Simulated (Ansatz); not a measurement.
The starting structures come from a database of crystals and need not be the phases stable at ambient conditions.

Inside the gap of an insulator the Bloch states are evanescent, with a wavenumber k + iκ along the transport direction.

Here is the system:

```xyz
6
Lattice="6.0725 0.0000 0.0000 0.0000 8.1924 0.0000 3.0362 0.0000 3.0362" Properties=species:S:1:pos:R:3 pbc="T T T"
Sr     1.5181     1.2784     1.5181
Sr     4.5544     6.9140     1.5181
H      3.0362     0.0000     0.0000
H      0.0000     0.0000     0.0000
I      1.5181     5.4462     1.5181
I      4.5544     2.7462     1.5181
```

Space group of this cell: P4/nmm. The cell was relaxed by PBE-D3(BJ); by r2SCAN its mean pressure is 1.4 GPa.

Transport runs along the normal of the first two printed cell vectors, the (110) plane of the conventional cell.

The gap is the functional's own. No spin-orbit coupling. Mid-gap values are interpolated on the energy grid.

Problem. Compute, with r2SCAN (Ansatz, a first-principles code), the band gap and the smallest decay constant κ at mid-gap.

Solution. Gap 3.66 eV on a 10×4×10 mesh; κ = 0.363 1/Å, at (0.000, 0.500) of the in-plane reciprocal vectors. At the zone centre, at the nearest computed energy, the slowest state has κ = 0.37 1/Å.
